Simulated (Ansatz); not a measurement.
Ansatz (a first-principles code) run on BaZn2 (P1, 6 atoms in the cell): self-consistent single point.

Method: PBEsol, PAW files at level accurate made with PBE (plane waves; Ansatz).

```yaml
crystal:
  lattice:
    - [4.75199, -3.78717, 0.00000]
    - [4.75199, 3.78717, 0.00000]
    - [-2.62718, 0.00000, 4.34136]
  atoms:
    - { symbol: Ba, position: [0.68288, 0.31428, 0.24709] }
    - { symbol: Ba, position: [0.31804, 0.68782, 0.75069] }
    - { symbol: Zn, position: [0.92824, 0.73404, 0.08138] }
    - { symbol: Zn, position: [0.07325, 0.25965, 0.91580] }
    - { symbol: Zn, position: [0.25971, 0.07390, 0.42137] }
    - { symbol: Zn, position: [0.73789, 0.93031, 0.58367] }
```

Reference input (self-consistent single point, DFT, PBEsol, plane waves, default PAW files made with PBE): basis.ecutwfc = 420 eV; kpoints.mp_grid.grid = 4 4 5; kpoints.mp_grid.shift = 0.5 0.5 0.5; hamiltonian.xc = pbesol; hamiltonian.pseudopotentials = {kind: paw} (the program's default PAW files); scf.occupations.method = fermi_dirac; scf.occupations.width = 0.1 eV. This run's input differs from it in these lines:

Ansatz 0.2 input:
```diff
@@ -13,4 +13,2 @@
     - { symbol: Zn, position: [0.73789000, 0.93031400, 0.58366600] }
-basis:
-  ecutwfc: 420.0
 kpoints:
@@ -19,3 +17,3 @@
   xc: pbesol
-  pseudopotentials: { kind: paw }
+  pseudopotentials: { kind: paw, level: accurate }
 scf:
```

Output (repeated stretches shortened):

```
SCF iter   1: F=—  HF=-41480.768780 eV  |F-HF|=—  |Δ(HF+E_count)|=         —  Δρ=9.58e-2  dr2=1.42e1  ethr=3.10e-3  ⟨swp⟩=8.4  Hψ=10311  notcnv=0  defer=1
all-band conjugate gradients solve this SCF's bands
preconditioner: auto → Kerker (q_TF=auto, 2.533 Å⁻¹)
SCF iter   2: F=—  HF=-41478.233397 eV  |F-HF|=—  |Δ(HF+E_count)|=    2.54e0  Δρ=5.45e-2  dr2=2.17e0  ethr=3.10e-3  ⟨swp⟩=3.0  Hψ=5458  notcnv=0  defer=11
   [... lines left out ...]
SCF iter   8: F=—  HF=-41477.018766 eV  |F-HF|=—  |Δ(HF+E_count)|=   1.37e-4  Δρ=9.28e-5  dr2=1.48e-5  ethr=3.67e-7  ⟨swp⟩=2.0  Hψ=4171  notcnv=0  defer=18
SCF iter   9: F=—  HF=-41477.018934 eV  |F-HF|=—  |Δ(HF+E_count)|=   1.68e-4  Δρ=4.87e-5  dr2=1.85e-6  ethr=1.48e-8  ⟨swp⟩=2.0  Hψ=3744  notcnv=0  defer=18
SCF iter  10: F=—  HF=-41477.018934 eV  |F-HF|=—  |Δ(HF+E_count)|=   4.14e-7  Δρ=7.39e-6  dr2=1.26e-7  ethr=1.85e-9  ⟨swp⟩=2.0  Hψ=3736  notcnv=0  defer=18
SCF iter  11: F=-41477.018934 eV  HF=-41477.018934 eV  |F-HF|=8.72e-8  |Δ(HF+E_count)|=   3.06e-8  Δρ=9.15e-6  dr2=7.18e-8  ethr=1.00e-10  ⟨swp⟩=10.5  Hψ=10708  notcnv=0
SCF 1 converged in 11 iterations: F = -41477.018934 eV  dr2 = 7.18e-8
Free energy (F): -41477.018934 eV
Internal energy: -41476.898480 eV  (E = F + TS)
E sigma→0 (E₀):  -41476.958707 eV
Entropy (-TS):   -0.120454 eV (-20.076 meV/atom)
Fermi energy:    9.883082 eV
--- Forces (eV/Å), atoms counted from 1 ---
  atom   1  Ba     0.02655444    -0.13030835     0.02853194
  atom   2  Ba    -0.08035271     0.12287605     0.02029778
  atom   3  Zn     0.04357337    -0.00929867     0.03012290
  atom   4  Zn    -0.00148490     0.06356940    -0.01581544
  atom   5  Zn     0.02997926    -0.02069162    -0.06989164
  atom   6  Zn    -0.01826958    -0.02614430     0.00675470
--- Stress (GPa, compression-positive) ---
       -1.911925       0.043391       0.014303
        0.043391      -1.816712      -0.058956
        0.014303      -0.058956      -2.516442
  P = ⅓ Tr σ = -2.0817 GPa (-20.817 kbar)
  The stress holds the Pulay correction. Without it, at fixed plane waves, as pw.x and ABINIT print it: P = -2.0830 GPa
```

The run converged in 11 iterations. Against the reference run the pressure stays at -2.08 GPa and the largest force hardly changes (0.147 to 0.148 eV/Å). The full log also holds: “WARN basis.ecutwfc = 800 eV, the default”.

The starting cell comes from a database of computed structures (which also holds hypothetical and non-ambient phases and stackings), without a prior relaxation at this level. Its atoms were displaced at random from the sites of space group no. 15. Ansatz's pressure includes its estimate of the finite-basis (Pulay) stress.

Cost on one core of a shared machine: roughly 90 s.
